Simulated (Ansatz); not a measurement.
Data:

```yaml
crystal:
  lattice:
    - [3.35600, 0.00000, 0.00000]
    - [-1.67800, 2.90638, 0.00000]
    - [0.00000, 0.00000, 4.24760]
  atoms:
    - { symbol: Ca, position: [0.00000, 0.00000, 0.00000] }
    - { symbol: H, position: [0.66667, 0.33333, 0.50519] }
    - { symbol: H, position: [0.33333, 0.66667, 0.49481] }
    - { symbol: O, position: [0.66667, 0.33333, 0.73439] }
    - { symbol: O, position: [0.33333, 0.66667, 0.26561] }
```

No spin polarisation.

All numbers come from PBEsol (Ansatz, a first-principles code, PAW, spin-orbit coupling left out). k-mesh 11×11×7 (Γ-centred); smearing 0.05 eV (Fermi–Dirac).

**Question.** Predict the valence-band top at Γ, band gap, width of the top valence band and smallest direct gap.

**Answer.** The valence-band top at Γ (three highest levels, from the VBM) is 0.00, 0.00, -1.75 eV and the band gap is 5.25 eV. The width of the top valence band is 0.97 eV and the smallest direct gap is 5.25 eV.

Load acts through the strain it causes; cell and atoms are relaxed under it. No phonon test of stability was made. Competing high-pressure phases were not computed. The cell was made from Ca(OH)2 (space group P-3m1, No. 164; layered) by this change: pressure 18 GPa. No dispersion term is included in the PBEsol runs.
